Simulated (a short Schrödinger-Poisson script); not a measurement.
Structure: symmetric double-gate stack, SiO2 on p-type Si(100), at 300 K.

```tsv
layer	material	thickness (nm)	Na (cm⁻³)
1	SiO2	2.3	-
2	Si	3	1e18
3	SiO2	2.3	-
```

Constants are typed, rounded textbook-type inputs, not results; the design itself was drawn at random and stands for no fabricated device. SiO2: permittivity 3.9, conduction-band edge (eV) 3.15, gap (eV) 9, electron mass (mₑ) 0.5. Si: permittivity 11.7, conduction-band edge (eV) 0, gap (eV) 1.124, Nv at 300 K (cm⁻³) 3.1e19.

Channel valleys (confinement mass, in-plane density-of-states mass, number): Δ2 0.916, 0.19, 2; Δ4 0.19, 0.417, 4. At the gates, both at one voltage, the conduction-band edge of layer 1 lies 3.46 eV − eVg above the Fermi level of the channel. Gaps are held at their typed values at every temperature. Mesh 0.03 nm at interfaces.

From a short Schrödinger-Poisson script (our own, NumPy): 1D Poisson equation in equilibrium, electrons quantum, Hartree (BenDaniel-Duke, 12 states a valley, the channel's in-plane mass for all, wave functions free to enter the dielectric), parabolic valleys, classical holes, full ionisation, no traps, pinning or gate leakage.

The same stack at other levels of the model or other numerical settings:

```
run                                          sheet density of all electrons at Vg = 1.8 V (cm⁻²)  sheet density of all electrons at Vg = 0.6 V (cm⁻²)  capacitance of both gates at Vg = 1.8 V (μF/cm²)  rough cost against the base
-------------------------------------------  ---------------------------------------------------  ---------------------------------------------------  ------------------------------------------------  ---------------------------
base                                                                                     2.29e13                                              3.81e12                                              2.65                      about 1
electrons treated as classical, Boltzmann                                                2.61e13                                              5.04e12                                              2.89                         0.05
electrons treated as classical, Fermi-Dirac                                              2.52e13                                              4.94e12                                              2.77                          0.1
mesh six times as coarse                                                                 2.28e13                                              3.78e12                                              2.65                          0.3
one subband a valley                                                                     2.28e13                                              3.80e12                                              2.63                          0.4
```

The classical rows ignore confinement, and Boltzmann statistics overrate the density once the band edge passes the Fermi level.
